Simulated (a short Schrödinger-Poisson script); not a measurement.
Stack: gated Al0.3Ga0.7N/GaN polarisation-induced gas, at 20 K.

```
layer     material  thickness (nm)  Na (cm⁻³)
-----  -----------  --------------  ---------
1      Al0.3Ga0.7N              10          -
2              GaN            6000       1e15
```

The device is made up for the run: typed textbook-type constants, with dimensions and the other settings drawn at random. Al0.3Ga0.7N: permittivity 9.32, conduction-band edge (eV) 0.414, gap (eV) 4.021, electron mass (mₑ) 0.236, Nv at 300 K (cm⁻³) 4.6e19. GaN: permittivity 9.5, conduction-band edge (eV) 0, gap (eV) 3.43, Nv at 300 K (cm⁻³) 4.6e19.

Channel valleys (confinement mass, in-plane density-of-states mass, number): Γ 0.2, 0.2, 1. At the gate the conduction-band edge of layer 1 lies 1.23 eV − eVg above the Fermi level of the channel; the field vanishes at the back. Sheet of polarisation charge: +1.5e13 e/cm² at 10 nm from the gate. The barrier under the gate holds no holes. Gaps are held at their typed values at every temperature. Mesh 0.08 nm at interfaces.

From a short Schrödinger-Poisson script (our own, NumPy): 1D Poisson equation in equilibrium, electrons quantum, Hartree (BenDaniel-Duke, 40 states a valley, the channel's in-plane mass for all, wave functions free to enter the barrier), parabolic valleys, classical holes, full ionisation, no traps, pinning or gate leakage.

The same stack at other levels of the model or other numerical settings:

```
run                                                                  sheet density of all electrons at Vg = 0.5 V (cm⁻²)  sheet density of all electrons at Vg = -1 V (cm⁻²)  capacitance at Vg = 0.5 V (μF/cm²)  centroid of the channel electrons at Vg = 0.5 V (nm)  rough cost against the base
-------------------------------------------------------------------  ---------------------------------------------------  --------------------------------------------------  ----------------------------------  ----------------------------------------------------  ---------------------------
base                                                                                                             1.13e13                                             4.35e12                               0.761                                                  1.76                      about 1
electrons treated as classical, Boltzmann                                                                        1.30e13                                                   ?                                   ?                                                  0.12                         0.02
electrons treated as classical, Fermi-Dirac                                                                      1.13e13                                             4.53e12                               0.733                                                  1.50                         0.08
electrons treated as quantum, Hartree plus LDA exchange-correlation                                                    ?                                             4.51e12                               0.766                                                  1.59                            2
mesh six times as coarse                                                                                         1.13e13                                             4.34e12                               0.762                                                  1.69                          0.2
one subband a valley                                                                                             1.12e13                                             4.35e12                               0.754                                                  1.49                          0.4
```

**Question.** What belongs in the gaps?

**Answer.** 
- electrons treated as quantum, Hartree plus LDA exchange-correlation, sheet density of all electrons at Vg = 0.5 V (cm⁻²): 1.15e13
- electrons treated as classical, Boltzmann, capacitance at Vg = 0.5 V (μF/cm²): 0.818
- electrons treated as classical, Boltzmann, sheet density of all electrons at Vg = -1 V (cm⁻²): 5.33e12

The classical rows ignore confinement, and Boltzmann statistics overrate the density once the band edge passes the Fermi level.
